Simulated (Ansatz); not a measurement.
Output of an Ansatz run (abridged):

```
WARN ansatz: RAYON_NUM_THREADS=1 ignored (pool sized by the plan → 1); use --threads N
Pseudopotentials: kind: paw
Pseudopotential: Sr, paw, valence charge 10
Pseudopotential: Ti, paw, valence charge 12
Pseudopotential: P, paw, valence charge 5
Pseudopotential: O, paw, valence charge 6
Crystal: 24 atoms, lattice volume = 316.116 Å³
Basis set: ecut = 420.4159175005146 eV, 6197 PW (Γ)
Bands: 104, of which v1, the nominal top of the filled ones, is band 80 counted from 1 (79 counted from 0)
Symmetry: 4 space group operations
Space group: C2/c (ITA 15), of the structure as read, at distance tolerance 6.8e-5 Å
k-points: 6 of 18
PAW frozen core: Sr, regenerated for the run's functional, and the local potential with it
PAW frozen core: Ti, regenerated for the run's functional, and the local potential with it
PAW frozen core: P, regenerated for the run's functional, and the local potential with it
PAW frozen core: O, regenerated for the run's functional, and the local potential with it
Initial density: superposition of atomic densities (neutral atoms: chi_scale 0, normalization atom), corrected by the library's trained network
Initial wavefunctions: pseudopotential atomic-orbital guess
Eigensolver: davidson
Functional: x = slater, c = lda
SCF iter   1: F=—  HF=-23604.148305 eV  |F-HF|=—  |Δ(HF+E_count)|=         —  Δρ=1.63e-2  dr2=8.48e-1  ethr=1.77e-3  ⟨swp⟩=11.5  Hψ=3637  notcnv=0  defer=8
all-band conjugate gradients solve this SCF's bands
preconditioner: auto → Resta (q_TF=auto, 2.436 Å⁻¹)
SCF iter   2: F=—  HF=-23604.000369 eV  |F-HF|=—  |Δ(HF+E_count)|=   1.48e-1  S|Δr|=    0.00e0  Δρ=8.22e-3  dr2=2.01e-1  ethr=5.30e-4  ⟨swp⟩=2.0  Hψ=1044  notcnv=0  defer=49
SCF iter   3: F=—  HF=-23603.961825 eV  |F-HF|=—  |Δ(HF+E_count)|=   3.85e-2  S|Δr|=    0.00e0  Δρ=2.65e-3  dr2=1.74e-2  ethr=1.26e-4  ⟨swp⟩=2.0  Hψ=837  notcnv=0  defer=49
SCF iter   4: F=—  HF=-23603.957656 eV  |F-HF|=—  |Δ(HF+E_count)|=   4.17e-3  S|Δr|=    0.00e0  Δρ=8.50e-4  dr2=2.14e-3  ethr=1.09e-5  ⟨swp⟩=2.0  Hψ=960  notcnv=0  defer=49
SCF iter   5: F=—  HF=-23603.957335 eV  |F-HF|=—  |Δ(HF+E_count)|=   3.21e-4  S|Δr|=    0.00e0  Δρ=3.76e-4  dr2=4.16e-4  ethr=1.34e-6  ⟨swp⟩=2.0  Hψ=864  notcnv=0  defer=49
SCF iter   6: F=—  HF=-23603.957300 eV  |F-HF|=—  |Δ(HF+E_count)|=   3.47e-5  S|Δr|=    0.00e0  Δρ=1.13e-4  dr2=4.83e-5  ethr=2.60e-7  ⟨swp⟩=2.0  Hψ=899  notcnv=0  defer=49
SCF iter   7: F=—  HF=-23603.956904 eV  |F-HF|=—  |Δ(HF+E_count)|=   3.96e-4  S|Δr|=    0.00e0  Δρ=5.36e-5  dr2=8.51e-6  ethr=3.02e-8  ⟨swp⟩=2.0  Hψ=851  notcnv=0  defer=11
SCF iter   8: F=—  HF=-23603.956905 eV  |F-HF|=—  |Δ(HF+E_count)|=   6.24e-7  S|Δr|=    0.00e0  Δρ=1.14e-5  dr2=6.14e-7  ethr=5.32e-9  ⟨swp⟩=2.0  Hψ=996  notcnv=0  defer=11
SCF iter   9: F=—  HF=-23603.956905 eV  |F-HF|=—  |Δ(HF+E_count)|=   3.09e-7  S|Δr|=    0.00e0  Δρ=1.12e-5  dr2=3.26e-7  ethr=6.25e-11  ⟨swp⟩=18.3  Hψ=4059  notcnv=0
SCF iter  10: F=-23603.956905 eV  HF=-23603.956905 eV  |F-HF|=4.36e-9  |Δ(HF+E_count)|=   5.25e-8  S|Δr|=    0.00e0  Δρ=2.48e-6  dr2=2.08e-8  ethr=6.25e-11  ⟨swp⟩=3.0  Hψ=2304  notcnv=0
SCF 1 converged in 10 iterations: F = -23603.956905 eV  dr2 = 2.08e-8
SCF converged after 10 iterations
Stability not checked (fill_not_monotonic)
Free energy (F): -23603.956905 eV
Harris-Foulkes:  -23603.956905 eV  (|F-HF|=4.36e-9)
Internal energy: -23603.956905 eV  (E = F + TS)
E sigma→0 (E₀):  -23603.956905 eV
Fermi energy:    5.863756 eV
Step filling:    the computed levels leave a gap of 2.7591 eV = 13.8 smearing widths
--- Per-component energies (eV) ---
  E_band       = -1082.910702
  E_kinetic    = 4159.325395
  E_local      = -11846.250094  (includes V_loc(G=0)·N_el)
  E_nonlocal   = 1350.207924
  E_hartree    = 4308.929176
  E_xc         = -1950.088494
  E_vxc        = -2314.001426  (∫ρ·V_xc dr)
  E_paw        = -11706.672340  (= ΣΔE_a)
  E_vpaw       = -1050.095912  (= ΣTr[D̂ρ^β])
  E_aug_tail   = 0.040754  (compensation charges beyond the density's cutoff)
  E_ewald      = -7922.709547
  E_core_change = 3.260321  (= ΣΔE_core)
  E_smearing   = 0.000000  (= −TS)
  E_closure    = -0.000000  (closes the sum)
  Σ components = -23603.956905   (vs F -23603.956905, Δ=0.00e0)
--- Forces (eV/Å), atoms counted from 1 ---
  atom   1  Sr     0.00000000    -0.20558618     0.00000000
  atom   2  Sr    -0.00000000     0.20558618    -0.00000000
  atom   3  Ti    -0.00000000    -0.00000000     0.00000000
  atom   4  Ti     0.00000000     0.00000000    -0.00000000
  atom   5  P      0.12178317    -0.02994841     0.08852086
  atom   6  P     -0.12178317    -0.02994841    -0.08852086
  atom   7  P     -0.12178317     0.02994841    -0.08852086
  atom   8  P      0.12178317     0.02994841     0.08852086
  atom   9  O      0.16317020     0.06795880    -0.14704752
  atom  10  O     -0.16317020     0.06795880     0.14704752
  atom  11  O     -0.16317020    -0.06795880     0.14704752
  atom  12  O      0.16317020    -0.06795880    -0.14704752
  atom  13  O      0.16051304     0.15523804    -0.12974080
  atom  14  O     -0.16051304     0.15523804     0.12974080
  atom  15  O     -0.16051304    -0.15523804     0.12974080
  atom  16  O      0.16051304    -0.15523804    -0.12974080
  atom  17  O     -0.20158864     0.02006890    -0.19247103
  atom  18  O      0.20158864     0.02006890     0.19247103
  atom  19  O      0.20158864    -0.02006890     0.19247103
  atom  20  O     -0.20158864    -0.02006890    -0.19247103
  atom  21  O      0.22256462     0.07722238     0.17809266
  atom  22  O     -0.22256462     0.07722238    -0.17809266
  atom  23  O     -0.22256462    -0.07722238    -0.17809266
  atom  24  O      0.22256462    -0.07722238     0.17809266
  max |Σ_I F_I| component: 5.55e-17 eV/Å
--- Stress (GPa, compression-positive) ---
       -6.525615       0.000000      -0.234434
        0.000000      -6.061991       0.000000
       -0.234435       0.000000      -6.127032
  P = ⅓ Tr σ = -6.2382 GPa (-62.382 kbar)
  The stress holds the Pulay correction. Without it, at fixed plane waves, as pw.x and ABINIT print it: P = -7.0540 GPa
--- Band table (eV; the first three rows and the last of 6) ---
  k-point 0: bands = ["-51.7313", "-51.7312", "-28.3549", "-28.3546", "-28.3246", "-28.3227", "-28.2445", "-28.2439", "-27.7011", "-27.6981", "-15.7131", "-15.5133", "-15.4466", "-15.4185", "-13.1967", "-13.1104", "-13.0914", "-13.0882", "-12.9935", [...]
  k-point 1: bands = ["-51.7313", "-51.7312", "-28.3551", "-28.3544", "-28.3248", "-28.3225", "-28.2444", "-28.2439", "-27.7016", "-27.6976", "-15.7115", "-15.5305", "-15.4298", "-15.4165", "-13.1879", "-13.1210", "-13.1117", "-13.0674", "-13.0171", [...]
  k-point 2: bands = ["-51.7313", "-51.7312", "-28.3547", "-28.3546", "-28.3237", "-28.3231", "-28.2452", "-28.2449", "-27.7003", "-27.6981", "-15.5843", "-15.4754", "-15.4531", "-15.4430", "-13.3723", "-13.3071", "-13.0918", "-13.0752", "-13.0205", [...]
  k-point 5: bands = ["-51.7313", "-51.7312", "-28.3549", "-28.3547", "-28.3245", "-28.3227", "-28.2445", "-28.2439", "-27.7009", "-27.6983", "-15.7176", "-15.5282", "-15.4294", "-15.4136", "-13.1775", "-13.1239", "-13.0972", "-13.0832", "-13.0239", [...]
```

The structure:

```
CELL_PARAMETERS angstrom
      8.28847    -2.60410     0.00000
      8.28847     2.60410     0.00000
     -3.63513     0.00000     7.32292
ATOMIC_POSITIONS crystal
  Sr 0.80538 0.19462 0.75000
  Sr 0.19462 0.80538 0.25000
  Ti 0.00000 0.50000 0.00000
  Ti 0.50000 0.00000 0.50000
  P  0.40330 0.88086 0.75611
  P  0.11914 0.59670 0.74389
  P  0.59670 0.11914 0.24389
  P  0.88086 0.40330 0.25611
  O  0.20118 0.12698 0.89660
  O  0.87302 0.79882 0.60340
  O  0.79882 0.87302 0.10340
  O  0.12698 0.20118 0.39660
  O  0.66704 0.62644 0.85610
  O  0.37356 0.33296 0.64390
  O  0.33296 0.37356 0.14390
  O  0.62644 0.66704 0.35610
  O  0.48398 0.94978 0.69230
  O  0.05022 0.51602 0.80770
  O  0.51602 0.05022 0.30770
  O  0.94978 0.48398 0.19230
  O  0.26978 0.82658 0.60360
  O  0.17342 0.73022 0.89640
  O  0.73022 0.17342 0.39640
  O  0.82658 0.26978 0.10360
```

Question: Write an input that gives this output.

Answer: Other spellings and defaults could give the same log, and not every line can be read from it. The input that was run (DFT, LDA (PW92), plane waves, default PAW files made with PBE):

Ansatz 0.2 input:
```yaml
crystal:
  lattice:
    - [8.288466, -2.604102, 0.000000]
    - [8.288466, 2.604102, 0.000000]
    - [-3.635129, 0.000000, 7.322919]
  atoms:
    - { symbol: Sr, position: [0.805380, 0.194620, 0.750000] }
    - { symbol: Sr, position: [0.194620, 0.805380, 0.250000] }
    - { symbol: Ti, position: [0.000000, 0.500000, 0.000000] }
    - { symbol: Ti, position: [0.500000, 0.000000, 0.500000] }
    - { symbol: P, position: [0.403300, 0.880860, 0.756110] }
    - { symbol: P, position: [0.119140, 0.596700, 0.743890] }
    - { symbol: P, position: [0.596700, 0.119140, 0.243890] }
    - { symbol: P, position: [0.880860, 0.403300, 0.256110] }
    - { symbol: O, position: [0.201180, 0.126980, 0.896600] }
    - { symbol: O, position: [0.873020, 0.798820, 0.603400] }
    - { symbol: O, position: [0.798820, 0.873020, 0.103400] }
    - { symbol: O, position: [0.126980, 0.201180, 0.396600] }
    - { symbol: O, position: [0.667040, 0.626440, 0.856100] }
    - { symbol: O, position: [0.373560, 0.332960, 0.643900] }
    - { symbol: O, position: [0.332960, 0.373560, 0.143900] }
    - { symbol: O, position: [0.626440, 0.667040, 0.356100] }
    - { symbol: O, position: [0.483980, 0.949780, 0.692300] }
    - { symbol: O, position: [0.050220, 0.516020, 0.807700] }
    - { symbol: O, position: [0.516020, 0.050220, 0.307700] }
    - { symbol: O, position: [0.949780, 0.483980, 0.192300] }
    - { symbol: O, position: [0.269780, 0.826580, 0.603600] }
    - { symbol: O, position: [0.173420, 0.730220, 0.896400] }
    - { symbol: O, position: [0.730220, 0.173420, 0.396400] }
    - { symbol: O, position: [0.826580, 0.269780, 0.103600] }
basis:
  ecutwfc: 30.9 Ry
kpoints:
  mp_grid: { grid: [3, 3, 2], shift: [0.5, 0.5, 0.5] }
hamiltonian:
  xc: lda
  pseudopotentials: { kind: paw }
scf:
  occupations: { method: cold, width: 0.0147 Ry }
output:
  forces: true
  eigenvalues: true
  stress: true
```

The starting cell comes from a database of published, mostly measured structures (it also holds non-ambient and calculated ones), without a prior relaxation at this level. Its lattice was rescaled by a random factor within 2.5 % of one. With a pressure of about -6 GPa the cell is away from its equilibrium volume at this level. Ansatz's pressure includes its estimate of the finite-basis (Pulay) stress. Without the estimate this run gives -7.05 GPa. The shifted mesh does not hold Γ, so a gap read on it misses any band edge there.

Ansatz is a first-principles code.
